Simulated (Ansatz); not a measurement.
Consider BaZrO3 in the cubic perovskite structure (space group Pm-3m, No. 221).

```xyz
5
Lattice="4.2272 0.0000 0.0000 0.0000 4.2272 0.0000 0.0000 0.0000 4.2272" Properties=species:S:1:pos:R:3 pbc="T T T"
Ba     0.0000     0.0000     0.0000
Zr     2.1136     2.1136     2.1136
O      2.1136     0.0000     2.1136
O      0.0000     2.1136     2.1136
O      2.1136     2.1136     0.0000
```

Cartesian axes are those of the cell as printed.

The values are results of PBE in Ansatz (plane waves to 420 eV, PAW, no spin-orbit coupling), not measurements.

One thing is altered: an isotropic linear strain of +0.60 %, atoms relaxed at fixed cell.

Task: Predict the stress tensor and what it implies for the stiffness.

Result: Stress of the strained cell less that of the base (GPa, compression positive):
```
  -2.58    0.00    0.00
   0.00   -2.58    0.00
   0.00    0.00   -2.58
```

Then B = −ΔP/(ΔV/V₀) with ΔV/V₀ = 0.0181 gives secant stiffness values (nonlinear terms included at this strain): B ≈ 142 GPa.

No phonon test of stability was made.

Ansatz is a first-principles code.
